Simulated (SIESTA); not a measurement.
Sensitivity of a calculation on MgVP2O7 (C2, 11 atoms in the cell) to its settings

```xyz
11
Lattice="3.2898 -4.2605 0.0000 3.2898 4.2605 0.0000 -0.9459 0.0000 4.4573" Properties=species:S:1:pos:R:3 pbc="T T T"
Mg     3.2898     2.2804     0.0000
V      3.2898    -3.0500     0.0000
P      4.3458    -0.3982     1.8183
P      1.2879    -0.3982     2.6390
O      5.0762    -0.4038     3.1686
O      0.5575    -0.4038     1.2887
O      1.1105     0.8991     3.4477
O      4.5232     0.8991     1.0096
O      0.9918    -1.6578     3.4660
O      4.6420    -1.6578     0.9913
O      2.8169    -0.5027     2.2286
```
Moments meant for the start (each program seeds them in its own way; μB, in the order of the atoms Mg V P P O O O O O O O): 0.0 2.0 0.0 0.0 0.0 0.0 0.0 0.0 0.0 0.0 0.0.

Base run A: LDA PW92+U, numerical atomic orbitals DZP, PseudoDojo LDA standard norm-conserving potentials (rewritten from UPF to PSML) (SIESTA), self-consistent single point.

Its settings: XC.functional = LDA; XC.authors = PW92; potentials = PseudoDojo LDA standard; PAO.BasisSize = DZP; PAO.EnergyShift = 0.01 Ry; MeshCutoff = 350 Ry; kgrid.MonkhorstPack = 3 3 4; OccupationFunction = FD; ElectronicTemperature = 0.02 eV; Spin = polarized; DFTU.ProjectorGenerationMethod = 2; DFTU.CutoffNorm = 0.9; DFTU.FirstIteration = true; DFTU.proj = [V 1, n=3 2, 3.25 0.00, 0.00 0.00]; MaxSCFIterations = 150; SCF.Mixer.Method = Pulay; SCF.Mixer.Weight = 0.1; SCF.Mixer.History = 6; SCF.DM.Tolerance = 1.0E-05.

The starting cell comes from a database of computed structures (which also holds hypothetical and non-ambient phases and stackings), without a prior relaxation at this level. With one magnetic atom in the cell only a parallel order is possible. With U or open f shells several self-consistent states can exist. Values carry the incompleteness of an atom-centred basis. In the base run, with a pressure of about -8 GPa the cell is away from its equilibrium volume at this level.

ΔF is the free energy per atom less that of run A. A dash stands where there is no value to compare (another energy zero or no entropy term, no result, no spin, no clean gap, or a mesh too coarse for one). Absolute energies have different zeros for different potentials, functionals, Hubbard and dispersion terms and are not compared across them.

```json
[
 {"run": "A", "change": "base", "ΔF (meV/atom)": "0.00", "pressure (GPa)": "-8.29", "largest force (eV/Å)": "0.638", "gap on the mesh (eV)": "2.862", "size of the net moment (μB/atom)": "0.27", "Hubbard energy (eV/atom)": "0.082", "k-points": "20", "valence electrons": "75"},
 {"run": "B", "change": "2 x 1 x 1 supercell, mesh divided and rounded up; kgrid.MonkhorstPack: 3 3 4 → 2 3 4", "ΔF (meV/atom)": "0.00", "pressure (GPa)": "-8.29", "largest force (eV/Å)": "0.638", "gap on the mesh (eV)": "2.862", "size of the net moment (μB/atom)": "0.27", "Hubbard energy (eV/atom)": "0.082", "k-points": "15", "valence electrons": "150"},
 {"run": "C", "change": "MeshCutoff: 350 Ry → 525 Ry", "ΔF (meV/atom)": "-0.01", "pressure (GPa)": "-8.30", "largest force (eV/Å)": "0.636", "gap on the mesh (eV)": "2.862", "size of the net moment (μB/atom)": "0.27", "Hubbard energy (eV/atom)": "0.082", "k-points": "20", "valence electrons": "75"},
 {"run": "D", "change": "kgrid.MonkhorstPack: 3 3 4 → 2 2 2 shifted by 0.5 0.5 0.5", "ΔF (meV/atom)": "-1.32", "pressure (GPa)": "-8.32", "largest force (eV/Å)": "0.642", "gap on the mesh (eV)": "3.330", "size of the net moment (μB/atom)": "0.27", "Hubbard energy (eV/atom)": "0.082", "k-points": "4", "valence electrons": "75"},
 {"run": "E", "change": "SCF.DM.Tolerance: 1.0E-05 → default; SCF.DM.Converge: default → false; SCF.H.Converge: default → false; SCF.FreeE.Converge: default → true; SCF.FreeE.Tolerance: default → 1.0E-05 eV", "ΔF (meV/atom)": "0.00", "pressure (GPa)": "-8.29", "largest force (eV/Å)": "0.638", "gap on the mesh (eV)": "2.861", "size of the net moment (μB/atom)": "0.27", "Hubbard energy (eV/atom)": "0.082", "k-points": "20", "valence electrons": "75"},
 {"run": "F", "change": "MaxSCFIterations: 150 → 300; SCF.Mixer.Weight: 0.1 → 0.5", "ΔF (meV/atom)": "0.00", "pressure (GPa)": "-8.29", "largest force (eV/Å)": "0.638", "gap on the mesh (eV)": "2.863", "size of the net moment (μB/atom)": "0.27", "Hubbard energy (eV/atom)": "0.082", "k-points": "20", "valence electrons": "75"},
 {"run": "G", "change": "XC.authors: PW92 → CA [LDA CA+U]", "ΔF (meV/atom)": "–", "pressure (GPa)": "-8.13", "largest force (eV/Å)": "0.666", "gap on the mesh (eV)": "2.824", "size of the net moment (μB/atom)": "0.27", "Hubbard energy (eV/atom)": "0.082", "k-points": "20", "valence electrons": "75"},
 {"run": "H", "change": "MeshCutoff: 350 Ry → 200 Ry", "ΔF (meV/atom)": "0.00", "pressure (GPa)": "-8.33", "largest force (eV/Å)": "0.637", "gap on the mesh (eV)": "2.863", "size of the net moment (μB/atom)": "0.27", "Hubbard energy (eV/atom)": "0.082", "k-points": "20", "valence electrons": "75"}
]
```

Run H against A: The free energy hardly moves (within 1 meV/atom), the pressure moves little (-8.29 to -8.33 GPa), the largest force hardly changes (0.638 to 0.637 eV/Å), the gap on the mesh hardly changes (2.862 to 2.863 eV) and the size of the net moment stays at 0.27 μB/atom.

Run D against A: The free energy drops by 1.3 meV/atom, the pressure hardly changes (-8.29 to -8.32 GPa), the largest force moves little (0.638 to 0.642 eV/Å), the gap on the mesh goes from 2.862 to 3.330 eV and the size of the net moment stays at 0.27 μB/atom.
